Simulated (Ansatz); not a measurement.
CoO (P6₃mc, No. 186, 4 atoms in the cell; start mp-19128; a measured phase of this formula has another space group), treated with PBEsol (plane waves, PAW; Ansatz, an electronic-structure program).

Numerical settings: plane-wave cutoff 520 eV, 18×18×12 k mesh (along the axes of the cell as run), Fermi–Dirac smearing 0.05 eV, spin-polarised start, scalar-relativistic PAW data made under PBE.

Cell (relaxed at this level):

Space group P6₃mc (No. 186); a = b = 3.0493 Å, c = 5.2558 Å, α = β = 90.00°, γ = 120.00°

```tsv
atom	site	symmetry	x	y	z
Co	2b	3m.	0.3333	0.6667	0.0096
O	2b	3m.	0.3333	0.6667	0.3654
```

Question: Estimate the bulk modulus B0 that the calculation returns.

Answer: 
- bulk modulus B0: 124 GPa

Note: the magnetic order was assumed, not searched for or taken from measurement; the bulk modulus is −V dP/dV from two relaxed cells at ±2 % in volume; the relaxation could not lower the start's symmetry, so the cell can be a saddle point above a distorted one; functionals without U or exact exchange can leave correlated insulators metallic, so the missing gap need not be real.

Static lattice: no zero-point or thermal effects.

A start named mp-… is a Materials Project structure, which need not be a measured phase.
